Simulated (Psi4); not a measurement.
Psi4 1.11, TPSS/def2-svp: Cr(NH)(S)(F)(Me) ([CH3][Cr](=[NH])([F])=[S]), 9 atoms. The geometry is a generated start, not checked to be a minimum at this level.

```yaml
task: energy
method: tpss
basis: def2-svp
memory: 3 GB
maxiter: 100
keys_of_the_molecule_block: symmetry c1
scf_type: df (default)
e_convergence: 1e-06 (default)
d_convergence: 1e-06 (default)
dft_radial_points: 75 (default)
dft_spherical_points: 302 (default)
basis_functions: 111
grid_points: 194980
```

```xyz
9

Cr    -0.5241    -0.7472     0.1618
N      0.4020    -1.4094    -0.9999
H      0.9364    -1.9149    -1.6968
S      0.2158    -1.2946     2.0088
F     -2.2067    -0.5830     0.1886
C      0.2140     1.2129     0.0925
H      1.2705     1.3113     0.3466
H     -0.3692     1.8040     0.8110
H      0.0613     1.6210    -0.9126
```

Charge 0 and multiplicity 1 are set for this test and not shown to be the ground state.

With the defaults (guess = auto, which took SAD, scf_initial_accelerator = adiis, diis_max_vecs = 10, diis = true, damping_percentage = 0, diis_start = 1, level_shift = 0, level_shift_cutoff = 0.01) it converges in 15 SCF iterations. One run each on 2 threads, with these changes:
- scf_initial_accelerator = none, diis = false, damping_percentage = 60
- scf_initial_accelerator = none
- diis_start = 4
- level_shift = 0.1, level_shift_cutoff = 0.001
- diis_max_vecs = 3
- guess = sapgau
- guess = modhuckel
- scf_initial_accelerator = ediis
- guess = sap

### Question
Which runs fail or end elsewhere than the default run?

### Answer
No convergence: guess = sapgau; scf_initial_accelerator = none; diis_max_vecs = 3; scf_initial_accelerator = none, diis = false, damping_percentage = 60 (the run ends without SCF convergence in 100 iterations). The rest reach the solution of the defaults.

```csv
setting,SCF iterations,end
the defaults,15,same solution
"level_shift = 0.1, level_shift_cutoff = 0.001",15,same solution
scf_initial_accelerator = ediis,15,same solution
guess = sap,19,same solution
guess = modhuckel,20,same solution
diis_start = 4,30,same solution
guess = sapgau,100,no convergence
scf_initial_accelerator = none,100,no convergence
diis_max_vecs = 3,100,no convergence
"scf_initial_accelerator = none, diis = false, damping_percentage = 60",100,no convergence
```

2 further runs of the study ended by our limits or in an error and are left out.
